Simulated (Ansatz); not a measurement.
The parent structure is Hf in the hcp (Mg type) structure (space group P6_3/mmc, No. 194; a = 3.1174 Å, c = 4.9501 Å; relaxed with 0.1 eV smearing). Axes: x lies along a and z along c of the hexagonal cell.

Level of theory: plane-wave PAW DFT at the LDA level (Ansatz, a program for electronic structure, 420 eV), scalar-relativistic without spin-orbit coupling.

For the base:

The pressure comes out as 0.0 GPa and the shortest interatomic distance comes out as 5.783 bohr. The band gap comes out as zero.

Modification: compressive biaxial strain of 2.50 % in the plane normal to [001], as in epitaxy on a mismatched substrate; the out-of-plane cell vector and the atoms relax.

**Question.** What happens to the pressure, shortest interatomic distance and band gap?

**Answer.** The pressure (mean of the normal stresses, compression positive) goes from zero to 3.6 GPa; the shortest interatomic distance decreases by 0.039 bohr (5.783 bohr → 5.744 bohr); the band gap remains zero.

No phonon test of stability was made. The final runs are not spin-polarised.
